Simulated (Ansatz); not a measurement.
**MoSi2, response to strain**

Consider MoSi₂ (space group I4/mmm, No. 139; a = 3.217 Å, c = 7.875 Å; relaxed with 0.1 eV smearing). Axes: x, y, z lie along a, b, c of the conventional cell.

Strains are applied to the cell and any free atomic positions relax; under biaxial strain the out-of-plane vector relaxes too.

The values are results of PBE (Ansatz, a program for electronic structure), no spin-orbit coupling, not measurements.

Notes on the quantities. energy relative to the base: free energy F.

```tsv
biaxial strain, plane normal [001], relaxed out of plane (%)	energy relative to the base (meV/atom)
0	0.0
1.43	7.9
1.82	?
2.12	17.0
3.58	46.8
```

Problem. Fit ΔE = Aε² + Bε³ (ε in %) to the rows shown and predict the withheld row.

Solution. Least squares on the printed values gives A = 3.98 and B = -0.092 meV/atom (largest residual 0.0 meV/atom); this predicts 12.6 meV/atom, and the run gives 12.6 meV/atom, in agreement.

Whether these cells are dynamically stable was not tested. The final runs are not spin-polarised.
